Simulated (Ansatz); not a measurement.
## Response to strain in InAs

The parent structure is InAs in the zinc blende structure (space group F-43m, No. 216; a = 6.026 Å). Axes: x, y, z lie along the cube axes.

Strains are applied to the cell and any free atomic positions relax; under biaxial strain the out-of-plane vector relaxes too.

The values are results of DFT with LDA, PAW potentials and a 420 eV plane-wave cutoff in Ansatz (an electronic-structure program), no spin-orbit coupling, not measurements.

Notes on the quantities. energy relative to the base: free energy F; pressure: mean of the normal stresses, compression positive.

```csv
variant,energy relative to the base,pressure,shortest interatomic distance
base,0 meV/atom,0.0 GPa,2.609 Å
"biaxial strain −3.00 %, plane normal [001], relaxed out of plane",+13 meV/atom,1.7 GPa,2.587 Å
"biaxial strain −2.50 %, plane normal [001], relaxed out of plane",+8.8 meV/atom,1.4 GPa,2.591 Å
"biaxial strain −2.00 %, plane normal [001], relaxed out of plane",+5.6 meV/atom,1.1 GPa,2.595 Å
"biaxial strain −1.50 %, plane normal [001], relaxed out of plane",?,0.8 GPa,2.598 Å
"biaxial strain −1.00 %, plane normal [001], relaxed out of plane",+1.4 meV/atom,0.5 GPa,2.602 Å
"biaxial strain −0.50 %, plane normal [001], relaxed out of plane",+0.3 meV/atom,0.3 GPa,2.606 Å
"biaxial strain +0.50 %, plane normal [001], relaxed out of plane",+0.3 meV/atom,-0.3 GPa,?
```

What belongs in the blanks?


- biaxial strain −1.50 %, plane normal [001], relaxed out of plane, energy relative to the base: +3.1 meV/atom
- biaxial strain +0.50 %, plane normal [001], relaxed out of plane, shortest interatomic distance: 2.613 Å

A case with no gap was solved on a k-mesh chosen for an insulator, which is coarse for it. Whether these cells are dynamically stable was not tested. All final runs are without spin polarisation.
